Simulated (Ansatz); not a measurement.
GeS2 (model structure, started from the CdCl2 type, R-3m, No. 166, 3 atoms in the cell): volume per atom by level of theory

No measured value is used here.

| level (code) | value (Å³/atom) |
|---|---|
| PBE (Ansatz) | … |
| PBEsol (Ansatz) | 20.90 |
| PBE-D3(BJ) (Ansatz) | 19.83 |

Question: Complete the blanks.

Answer: 
- PBE (Ansatz, a first-principles code), value (Å³/atom): 24.37

Ansatz's density-functional and Hartree–Fock values are scalar-relativistic unless marked +SOC, with PAW data made under PBE.

A model structure was made by putting elements into a prototype or built by hand; it is no filed structure, need not be a known phase, and can be a saddle point held by its symmetry.
